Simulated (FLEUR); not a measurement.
Input and output of a self-consistent single point for LaIn5Rh (P4/mmm, 7 atoms in the cell) (FLEUR).

Method of the run: PBEsol, all-electron FLAPW (FLEUR), scalar-relativistic valence.

The change in words: lattice scaled by 0.98. Reference geometry:
```xyz
7
Lattice="4.6426 0.0000 0.0000 0.0000 4.6426 0.0000 0.0000 0.0000 7.5303" Properties=species:S:1:pos:R:3 pbc="T T T"
La     0.0000     0.0000     0.0000
In     2.3213     2.3213     0.0000
In     2.3213     0.0000     5.2127
In     2.3213     0.0000     2.3176
In     0.0000     2.3213     5.2127
In     0.0000     2.3213     2.3176
Rh     0.0000     0.0000     3.7652
```

Reference input (self-consistent single point, DFT, PBEsol, all-electron FLAPW (FLEUR), scalar-relativistic valence): Kmax = 4.2 1/bohr; GmaxXC = 16.8 1/bohr; xcFunctional = PBEs; jspins = 1; l_soc = F; mode = hist; fermiSmearingEnergy = 0.00183747 Htr; mesh (inpgen div1-3) = 5 5 3; inpgen gamma flag = false; Gmax = 16.8 1/bohr; numbands = 0; maxIterBroyd = 40. This run's input differs from it in these lines:

```diff
@@ -3,5 +3,5 @@
 &input film=f /
-4.6425540000 0.0000000000 0.0000000000
-0.0000000000 4.6425540000 0.0000000000
-0.0000000000 0.0000000000 7.5303380000
+4.5497030000 0.0000000000 0.0000000000
+0.0000000000 4.5497030000 0.0000000000
+0.0000000000 0.0000000000 7.3797310000
 1.8897261246
@@ -49,5 +49,5 @@
          <bravaisMatrix>
-            <row-1>    8.7731555786662270     0.0000000000000000     0.0000000000000000</row-1>
-            <row-2>    0.0000000000000000     8.7731555786662270     0.0000000000000000</row-2>
-            <row-3>    0.0000000000000000     0.0000000000000000    14.2302764456681139</row-3>
+            <row-1>    8.5976926182709938     0.0000000000000000     0.0000000000000000</row-1>
+            <row-2>    0.0000000000000000     8.5976926182709938     0.0000000000000000</row-2>
+            <row-3>    0.0000000000000000     0.0000000000000000    13.9456704632204804</row-3>
          </bravaisMatrix>
```

Log, with long lists cut:

```
 Iteration:     1   Distance:       6.21492766 me/bohr^3
 Iteration:     2   Distance:       5.57248311 me/bohr^3
 Iteration:     3   Distance:       3.75044167 me/bohr^3
 Iteration:     4   Distance:       2.89409720 me/bohr^3
 Iteration:     5   Distance:       1.73013264 me/bohr^3
   [... 12 lines left out ...]
 Iteration:    18   Distance:       0.00006979 me/bohr^3
 Iteration:    19   Distance:       0.00001250 me/bohr^3
 Iteration:    20   Distance:       0.00001470 me/bohr^3
 Iteration:    21   Distance:       0.00000274 me/bohr^3
 Reset of history
 Run finished successfully
 Stop message:
   Structural relaxation: new displacements generated

[file out, last iteration]
             iter=     22
[...]
          total density-effective poten   -7.0715184451E+04
          total charge density-energy d   -1.1245557117E+03
 Updated energy parameters for spin:           1
[...]
 fermi energy and band-weighting factors:
   [... 6 lines left out ...]

[...]
FERMIE:
          first approx. to ef    (T=0)  :   0.391681 htr   (energy of the highest occ. eigenvalue)
          number of occ. states  (T=0)  :        544
          first approx. to seigv (T=0)  : -10.313330 htr
          sum of weights of occ. states :  45.573333
          sum of semicore charge        :   0.000000 e
FERHIS:  Fermi-Energy by histogram:
          bandgap                     :   0.007651 htr
   [... lines left out ...]
          charge neutrality (T=0)     :   0.146667    (zero if the highest occ. eigenvalue is "entirely" occupied)
     EF_NEWTON:  Adjust Fermi-Energy by Newton-Method.
 Direct bandgap for spin            1 :    1.4816238211991017E-002  Htr
 ---->    free energy=                    -42680.6362447040 htr
   [... lines left out ...]
 TOTAL FORCE FOR ATOM TYPE=  2  X=  4.299   Y=  4.299   Z=  0.000
                       FX_TOT= 0.000000 FY_TOT= 0.000000 FZ_TOT= 0.000000
 TOTAL FORCE FOR ATOM TYPE=  3  X=  4.299   Y=  0.000   Z= -4.292
                       FX_TOT= 0.000000 FY_TOT= 0.000000 FZ_TOT= 0.008701
 TOTAL FORCE FOR ATOM TYPE=  4  X=  0.000   Y=  0.000   Z=  6.973
                       FX_TOT= 0.000000 FY_TOT= 0.000000 FZ_TOT= 0.000000
```

The run converged in 21 iterations. FLEUR gives forces in its relaxation mode, with a further iteration, so its stop message speaks of a relaxation. Against the reference run the free energy goes up by 33.6 meV/atom and the largest force goes from 0.212 to 0.447 eV/Å.

The starting cell comes from a database of computed structures (which also holds hypothetical and non-ambient phases and stackings), without a prior relaxation at this level. Its lattice was rescaled by a random factor within 2.5 % of one. For this run, on top of that: lattice scaled by 0.98. Spin polarisation is off. Values depend on the basis (sphere radii, cutoffs, local orbitals), which need not be converged. The log's line on a gap gives a spacing of levels on this mesh, which the program prints for metals too.

Cost on one core of a shared machine: roughly 6 min.
